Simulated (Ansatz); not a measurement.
Input and output of a self-consistent single point for a (001) slab of C (cut from a parent of space group no. 227; 12 atoms in the cell) (Ansatz, a first-principles code).

Computed with PBE, PAW files (plane waves; Ansatz).

The change in words: vacuum of 4 angstrom (first run: 14 Å). Reference geometry:
```xyz
12
Lattice="2.5178 0.0000 0.0000 -2.5178 2.5178 0.0000 0.0000 0.0000 23.7920" Properties=species:S:1:pos:R:3 pbc="T T T"
C     -1.2589     1.2589     7.8902
C      0.0000     1.2589     7.0000
C      0.0000     0.0000     9.6705
C      1.2589     0.0000     8.7803
C     -1.2589     1.2589    11.4509
C      0.0000     1.2589    10.5607
C      0.0000     0.0000    13.2313
C      1.2589     0.0000    12.3411
C     -1.2589     1.2589    15.0117
C      0.0000     1.2589    14.1215
C      0.0000     0.0000    16.7920
C      1.2589     0.0000    15.9018
```

Reference input (self-consistent single point, DFT, PBE, plane waves, PAW files): basis.ecutwfc = 420 eV; kpoints.mp_grid.grid = 15 15 1; hamiltonian.xc = pbe; hamiltonian.pseudopotentials = {kind: paw} (the program's default PAW files); scf.occupations.method = cold; scf.occupations.width = 0.05 eV. This run's input differs from it in these lines:

Ansatz 0.2 input:
```diff
@@ -4,16 +4,16 @@
     - [-2.51783000, 2.51783000, 0.00000000]
-    - [0.00000000, 0.00000000, 23.79200000]
+    - [0.00000000, 0.00000000, 13.79197800]
   atoms:
-    - { symbol: C, position: [0.00000000, 0.50000000, 0.33163200] }
-    - { symbol: C, position: [0.50000000, 0.50000000, 0.29421700] }
-    - { symbol: C, position: [0.00000000, 0.00000000, 0.40646000] }
-    - { symbol: C, position: [0.50000000, 0.00000000, 0.36904400] }
-    - { symbol: C, position: [0.00000000, 0.50000000, 0.48129200] }
-    - { symbol: C, position: [0.50000000, 0.50000000, 0.44387600] }
-    - { symbol: C, position: [0.00000000, 0.00000000, 0.55612400] }
-    - { symbol: C, position: [0.50000000, 0.00000000, 0.51870800] }
-    - { symbol: C, position: [0.00000000, 0.50000000, 0.63095600] }
-    - { symbol: C, position: [0.50000000, 0.50000000, 0.59354000] }
-    - { symbol: C, position: [0.00000000, 0.00000000, 0.70578300] }
-    - { symbol: C, position: [0.50000000, 0.00000000, 0.66836800] }
+    - { symbol: C, position: [0.00000000, 0.50000000, 0.20955500] }
+    - { symbol: C, position: [0.50000000, 0.50000000, 0.14501200] }
+    - { symbol: C, position: [0.00000000, 0.00000000, 0.33863800] }
+    - { symbol: C, position: [0.50000000, 0.00000000, 0.27409300] }
+    - { symbol: C, position: [0.00000000, 0.50000000, 0.46772800] }
+    - { symbol: C, position: [0.50000000, 0.50000000, 0.40318300] }
+    - { symbol: C, position: [0.00000000, 0.00000000, 0.59681700] }
+    - { symbol: C, position: [0.50000000, 0.00000000, 0.53227200] }
+    - { symbol: C, position: [0.00000000, 0.50000000, 0.72590700] }
+    - { symbol: C, position: [0.50000000, 0.50000000, 0.66136200] }
+    - { symbol: C, position: [0.00000000, 0.00000000, 0.85498800] }
+    - { symbol: C, position: [0.50000000, 0.00000000, 0.79044500] }
 basis:
```

Output, abridged:

```
SCF iter   1: F=—  HF=-3005.748842 eV  |F-HF|=—  |Δ(HF+E_count)|=         —  Δρ=1.18e-1  dr2=8.99e0  ethr=3.10e-3  ⟨swp⟩=7.8  Hψ=11967  notcnv=0  defer=69
all-band conjugate gradients solve this SCF's bands
preconditioner: auto → LDOS
SCF iter   2: F=—  HF=-3003.027405 eV  |F-HF|=—  |Δ(HF+E_count)|=    2.72e0  S|Δr|=    0.00e0  Δρ=3.00e-2  dr2=8.39e-1  ethr=3.10e-3  ⟨swp⟩=3.4  Hψ=5207  notcnv=0  defer=358
   [... lines left out ...]
SCF iter   7: F=—  HF=-3002.764024 eV  |F-HF|=—  |Δ(HF+E_count)|=   9.49e-7  S|Δr|=    0.00e0  Δρ=4.47e-5  dr2=1.24e-6  ethr=1.29e-7  ⟨swp⟩=2.1  Hψ=3490  notcnv=0  defer=348
SCF iter   8: F=—  HF=-3002.764025 eV  |F-HF|=—  |Δ(HF+E_count)|=   9.80e-7  S|Δr|=    0.00e0  Δρ=1.81e-5  dr2=2.13e-7  ethr=2.08e-10  ⟨swp⟩=16.2  Hψ=16231  notcnv=0
SCF iter   9: F=-3002.764025 eV  HF=-3002.764025 eV  |F-HF|=1.96e-8  |Δ(HF+E_count)|=   1.16e-7  S|Δr|=    0.00e0  Δρ=7.52e-6  dr2=4.44e-8  ethr=2.08e-10  ⟨swp⟩=5.7  Hψ=8828  notcnv=0
SCF 1 converged in 9 iterations: F = -3002.764025 eV  dr2 = 4.44e-8
Stability not checked (fill_not_monotonic)
Free energy (F): -3002.764025 eV
Internal energy: -3002.763248 eV  (E = F + TS)
E sigma→0 (E₀):  -3002.763766 eV
Entropy (-TS):   -0.000778 eV (-0.065 meV/atom)
Fermi energy:    8.858215 eV
--- Forces (eV/Å), atoms counted from 1 ---
  atom   1  C      0.00000000     0.00000000    -2.46798528
  atom   2  C      0.00000000     0.00000000     2.20363341
  atom   3  C      0.00000000     0.00000000    -0.16631231
  atom   4  C      0.00000000     0.00000000     0.20881848
   [... lines left out ...]
  atom  12  C      0.00000000     0.00000000     2.46798528
--- Stress (GPa, compression-positive) ---
        0.857175       0.000000       0.000000
        0.000000     -11.266953       0.000000
        0.000000       0.000000      -5.274177
  P = ⅓ Tr σ = -5.2280 GPa (-52.280 kbar)
  The stress holds the Pulay correction. Without it, at fixed plane waves, as pw.x and ABINIT print it: P = -5.6823 GPa
```

The run converged in 9 iterations. Against the reference run the free energy drops by 1.9 meV/atom and the largest force goes from 2.424 to 2.468 eV/Å.

The starting cell comes from a database of computed structures (which also holds hypothetical and non-ambient phases and stackings), without a prior relaxation at this level. The slab is cut from that crystal, and its faces are unrelaxed. Spin polarisation is off, though cut faces can carry moments; the slab shows no gap. Forces in this geometry exceed 1 eV/Å.
